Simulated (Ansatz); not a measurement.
**Pressure series in ZnSe**

Consider ZnSe in the zinc blende structure (space group F-43m, No. 216).

```
CELL_PARAMETERS angstrom
      0.00000     2.86650     2.86650
      2.86650     0.00000     2.86650
      2.86650     2.86650     0.00000
ATOMIC_POSITIONS crystal
  Se 0.75000 0.75000 0.75000
  Zn 0.00000 0.00000 0.00000
```

Cell and atoms are relaxed at each pressure.

Levels (all Ansatz, a program for electronic structure, PAW): PBE (420 eV, without spin-orbit coupling); r2SCAN (500 eV, no SOC).

The base cell above is that of PBE; each level relaxes its own structures.

```tsv
case	shift of the gap caused by the change, PBE	shift of the gap caused by the change, r2SCAN
pressure −2 GPa	-0.15 eV	?
pressure −1 GPa	-0.07 eV	?
pressure 0.3 GPa	+0.02 eV	+0.02 eV
pressure 0.7 GPa	+0.05 eV	+0.05 eV
pressure 1.5 GPa	+0.10 eV	+0.09 eV
pressure 3 GPa	+0.19 eV	?
pressure 5 GPa	+0.30 eV	+0.29 eV
pressure 7.5 GPa	+0.42 eV	?
pressure 10 GPa	+0.54 eV	+0.53 eV
```

Q: Complete the table.

A: 
- pressure −2 GPa, shift of the gap caused by the change, r2SCAN: -0.14 eV
- pressure −1 GPa, shift of the gap caused by the change, r2SCAN: -0.07 eV
- pressure 3 GPa, shift of the gap caused by the change, r2SCAN: +0.18 eV
- pressure 7.5 GPa, shift of the gap caused by the change, r2SCAN: +0.41 eV

The two levels differ by at most about 0.02 eV. They put the cases in the same order.

Load acts through the strain it causes; cell and atoms are relaxed under it. Stability against distortions was not tested. Tetrahedral semiconductors of this kind turn to denser phases somewhere between about 1 and 50 GPa; those were not computed, so compressed cells here can lie past the real transition.
